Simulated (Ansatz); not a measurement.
Results of LDA (PAW; Ansatz, an electronic-structure program) for As2O3 (P2₁/c, No. 14; start mp-1581; cell taken from a computed entry).

Numerical settings: plane-wave cutoff 500 eV, 6×10×6 k mesh (along the axes of the cell as run), gaussian smearing 0.02 eV, scalar-relativistic PAW data made under PBE.

Computed at the level's own relaxed cell.

Q: Give the computed volume per atom and band gap.

A: 
volume per atom: 14.99 Å³/atom
band gap: 3.18 eV (on the SCF k mesh)

Note: the relaxation could not lower the start's symmetry, so the cell can be a saddle point above a distorted one.

Spin–orbit coupling is not included.

The computed numbers hold no vibrational or temperature effects.

A start named mp-… is a Materials Project structure, which need not be a measured phase.
